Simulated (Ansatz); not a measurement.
L1₀ (CuAu-type) CuAu was calculated with r²SCAN+SOC (plane waves, PAW; Ansatz, a first-principles code).

Run with plane-wave cutoff 560 eV, 20×20×16 k mesh (along the axes of the cell as run), Fermi–Dirac smearing 0.05 eV, PAW data made under PBE.

The cell is scaled about its equilibrium volume:

Shape and atoms are relaxed at each volume.

```tsv
V (Å³/atom)	P (GPa)	c (Å)	a (Å)
13.861	7.34	3.535	2.800
14.150	3.44	3.573	2.814
14.439	0.01	3.614	2.827
14.727	-3.02	3.650	2.841
15.016	-5.68	3.684	2.855
```

Note: the bulk modulus comes from volumes at which shape and atoms were relaxed.
